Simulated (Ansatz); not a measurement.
The starting structures come from a database of crystals and need not be the phases stable at ambient conditions.

 Where the default PAW files enter, the runs use the earlier of Ansatz's two default sets.

Input:

```xyz
3
Lattice="5.2424 0.0000 0.0000 0.0000 7.4139 0.0000 2.6212 3.7069 2.6212" Properties=species:S:1:pos:R:3 pbc="T T T"
K      2.6212     5.5604     0.0000
K      2.6212     1.8535     0.0000
S      0.0000     0.0000     0.0000
```

Space group of this cell: Fm-3m, anti-fluorite. The cell is taken as given; by PBEsol its mean pressure is -0.6 GPa.

Transport runs along the normal of the first two printed cell vectors, the (110) plane of the conventional cell.

The gap is the functional's own, uncorrected, and κ follows it; spin-orbit coupling is left out. Mid-gap values are interpolated between the computed energies.

### Question
State the band gap and the smallest decay constant κ at mid-gap according to PBEsol in Ansatz (a program for electronic structure).

### Answer
Gap 2.27 eV on a 12×12×12 mesh; κ = 0.266 1/Å, at the zone centre.
